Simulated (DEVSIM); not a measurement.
Structure: abrupt Si n-p junction, at 300 K.

```
layer (left to right)  material  thickness (μm)  Nd (cm⁻³)  Na (cm⁻³)   τn (s)   τp (s)
---------------------  --------  --------------  ---------  ---------  -------  -------
1                            Si            43.0       7e16          -  0.00012  0.00012
2                            Si           0.460          -     6.5e14  0.00012  0.00012
```

Left contact: ohmic. Right contact: ohmic. Voltage is applied to the left contact. Recombination: SRH at mid-gap, Auger. Gap narrowing is on: ΔEg = 6.92 meV × (l + √(l² + 0.5)), l = ln(N/1.3e17 cm⁻³), shared equally by both band edges. Mobility is μmin + (μ − μmin)/(1 + (N/Nref)^α).

Constants are typed, rounded textbook-type inputs, not results; the design itself was drawn at random and stands for no fabricated device. Values at 300 K; Nc and Nv go as T^1.5, mobilities as T to minus their exponent, the gap by Varshni's rule with the affinity fixed.

```tsv
parameter	Si
gap (eV)	1.124
affinity (eV)	4.05
permittivity	11.7
Nc (cm⁻³)	2.86e19
Nv (cm⁻³)	3.1e19
μn (cm²/Vs)	1417
μp (cm²/Vs)	470
μn,min	52
μp,min	45
Nref,n	9.7e16
Nref,p	2.2e17
αn	0.68
αp	0.72
T exponent of μn	2.3
T exponent of μp	2.2
Cn (cm⁶/s)	2.8e-31
Cp (cm⁶/s)	9.9e-32
Varshni α (eV/K)	0.000473
Varshni β (K)	636
```

DEVSIM, 1D drift-diffusion, Boltzmann statistics, complete ionisation; no tunnelling, impact ionisation, image-force lowering or self-heating.

The temperature was swept, all else fixed.

```
temperature (K)  potential step across the device at zero bias (V)  dark forward voltage at 100 A/cm² (V)
---------------  -------------------------------------------------  -------------------------------------
250                                                          0.785                                  0.708
300                                                          0.689                                  0.612
350                                                          0.589                                  0.518
400                                                          0.487                                  0.425
450                                                          0.382                                      ?
500                                                          0.281                                  0.254
```

Complete the blanks.


- 450, dark forward voltage at 100 A/cm² (V): 0.334
